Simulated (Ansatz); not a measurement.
NbIr3: response to strain

Base system: NbIr$_{3}$ (space group P6_3/mmc, No. 194; a = 5.519 Å, c = 4.434 Å; a cell from a computed database, its experimental status unchecked). Axes: x lies along a and z along c of the hexagonal cell.

Strains are applied to the cell and any free atomic positions relax; under biaxial strain the out-of-plane vector relaxes too.

All numbers come from PBEsol/PAW in Ansatz (a first-principles code), no SOC.

Notes on the quantities. pressure: mean of the normal stresses, compression positive.

```tsv
case	volume per atom	space group	pressure
base	14.62 Å³	P6_3/mmc (No. 194)	0.0 GPa
biaxial strain −2.92 %, plane normal [001], relaxed out of plane	?	P6_3/mmc (No. 194)	?
biaxial strain +2.59 %, plane normal [001], relaxed out of plane	15.18 Å³	P6_3/mmc (No. 194)	-10.8 GPa
uniaxial strain ε_zz = +4.51 %	15.28 Å³	P6_3/mmc (No. 194)	-13.2 GPa
tensor shear ε_yz = +3.80 %	14.60 Å³	C2/m (No. 12)	1.8 GPa
```

Problem. Some entries are withheld; estimate them.

Solution. 
- biaxial strain −2.92 %, plane normal [001], relaxed out of plane, volume per atom: 13.99 Å³
- biaxial strain −2.92 %, plane normal [001], relaxed out of plane, pressure: 17.3 GPa

Without a gap, meshes like the base's 10×10×11 leave anisotropic stresses uncertain by several tenths of a GPa, and small strain energies with them. Stability against distortions was not tested. All final runs are without spin polarisation.
